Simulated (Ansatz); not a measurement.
Consider the following.

```xyz
4
Lattice="3.2795 0.0000 0.0000 -1.6397 2.8401 0.0000 0.0000 0.0000 5.3572" Properties=species:S:1:pos:R:3 pbc="T T T"
Zn     0.0000     1.8934     0.0155
Zn     1.6397     0.9467     2.6941
O      0.0000     1.8934     2.0310
O      1.6397     0.9467     4.7096
```

No spin polarisation.

Method: PBE (Ansatz, a program for electronic structure), without spin-orbit coupling. Settings: 12×12×6 k-points, 0.05 eV Fermi–Dirac smearing.

Task: Predict the pressure, electron mass, space group and band gap.

Result: The pressure (mean of the normal stresses, compression positive) comes out as -1.50 GPa and the electron mass is 0.13 mₑ (at Γ). The space group comes out as P6_3mc (No. 186). The band gap is 0.71 eV.

The cells carry an imposed strain or load. Masses are band curvatures over ±0.01 Å⁻¹ around the edge. No phonon test of stability was made. The cell was made from ZnO in the wurtzite structure (space group P6_3mc, No. 186) by this change: uniaxial strain ε_zz = +1.20 %.
